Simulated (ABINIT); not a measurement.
Worked example: self-consistent single point of YB2 (P6/mmm, 3 atoms in the cell) in ABINIT.

Level of theory: LDA (PW92), PAW (JTH v2.0 LDA PAW) (plane waves; ABINIT).

```
YB2
1.0
    3.30084     0.00000     0.00000
   -1.65042     2.85861     0.00000
    0.00000     0.00000     3.86250
Y B
1 2
Direct
  0.00000   0.00000   0.00000
  0.33333   0.66667   0.50000
  0.66667   0.33333   0.50000
```

Reference input (self-consistent single point, DFT, PBEsol, plane waves, PAW (JTH v2.0 PBE PAW, files made for PBE)): pseudos = [Y.GGA_PBE-JTH.xml, B.GGA_PBE-JTH.xml]; ecut = 20 Ha; pawecutdg = 40 Ha; pawxcdev = 0; ixc = -116133; occopt = 3; tsmear = 0.00367493 Ha; ngkpt = 8 8 6; nshiftk = 1; shiftk = 0 0 0; potentials = JTH v2.0 PBE PAW; nband = 14. This run's input differs from it in these lines:

```diff
@@ -1,4 +1,4 @@
-# YB2, JTH v2.0 PBE PAW
+# YB2, JTH v2.0 LDA PAW
 pp_dirpath "./"
-pseudos "Y.GGA_PBE-JTH.xml, B.GGA_PBE-JTH.xml"
+pseudos "Y.LDA_PW-JTH.xml, B.LDA_PW-JTH.xml"
 acell 3*1.0
@@ -19,3 +19,2 @@
 pawxcdev 0
-ixc -116133
 occopt 3
```

Its files differ too (potentials: JTH v2.0 PBE PAW → JTH v2.0 LDA PAW).

Log, with long lists cut:

```
--- !BeginCycle
solver: {iscf: 17, nstep: 100, nline: 4, wfoptalg: 10, }
tolerances: {tolvrs: 1.00E-11, }
...

     iter   Etot(hartree)      deltaE(h)  residm     nres2
 ETOT  1  -44.642703784908    -4.464E+01 2.209E-01 5.180E+00
 ETOT  2  -44.685202945071    -4.250E-02 4.154E-02 3.219E-01
 ETOT  3  -44.684897064585     3.059E-04 1.647E-02 4.784E-02
 ETOT  4  -44.684851871781     4.519E-05 2.129E-03 6.579E-04
 ETOT  5  -44.684853444061    -1.572E-06 1.020E-03 8.841E-05
   [... 2 lines left out ...]
 ETOT  8  -44.684853300394    -2.707E-10 1.134E-03 1.054E-08
 ETOT  9  -44.684853300357     3.745E-11 2.937E-04 4.673E-10
 ETOT 10  -44.684853300356     7.105E-13 3.024E-04 2.857E-11
 ETOT 11  -44.684853300356    -1.279E-13 6.894E-05 1.453E-12
 At SCF step   11       nres2   =  1.45E-12 < tolvrs=  1.00E-11 =>converged.

 Cartesian components of stress tensor (hartree/bohr^3)
  sigma(1 1)=  2.92463983E-04  sigma(3 2)=  0.00000000E+00
  sigma(2 2)=  2.92463983E-04  sigma(3 1)=  0.00000000E+00
  sigma(3 3)=  2.69567513E-04  sigma(2 1)= -4.04525549E-14

 ----iterations are completed or convergence reached----

 reduced coordinates (array xred) for    3 atoms
       0.000000000000      0.000000000000      0.000000000000
       0.333333333333      0.666666666667      0.500000000000
       0.666666666667      0.333333333333      0.500000000000
 cartesian forces (eV/Angstrom) at end:
    1     -0.00000000000000    -0.00000000000000    -0.00000000000000
    2     -0.00000000000000    -0.00000000000000    -0.00000000000000
   [... lines left out ...]
 Fermi (or HOMO) energy (hartree) =   0.33454   Average Vxc (hartree)=  -0.43250
   [... lines left out ...]
'-kT*entropy'       : -1.10498347503279E-03
total_energy        : -4.46848533155338E+01
total_energy_eV     : -1.21593669629679E+03
...

-Cartesian components of stress tensor (GPa)         [Pressure= -8.3800E+00 GPa]
- sigma(1 1)=  8.60458601E+00  sigma(3 2)=  0.00000000E+00
- sigma(2 2)=  8.60458601E+00  sigma(3 1)=  0.00000000E+00
- sigma(3 3)=  7.93094872E+00  sigma(2 1)= -1.19015505E-09

 Calculation completed.
```

The run converged in 11 iterations. Against the reference run the pressure goes from -4.56 to -8.38 GPa.

The starting cell comes from a database of computed structures (which also holds hypothetical and non-ambient phases and stackings), without a prior relaxation at this level. With a pressure of about -8 GPa the cell is away from its equilibrium volume at this level.
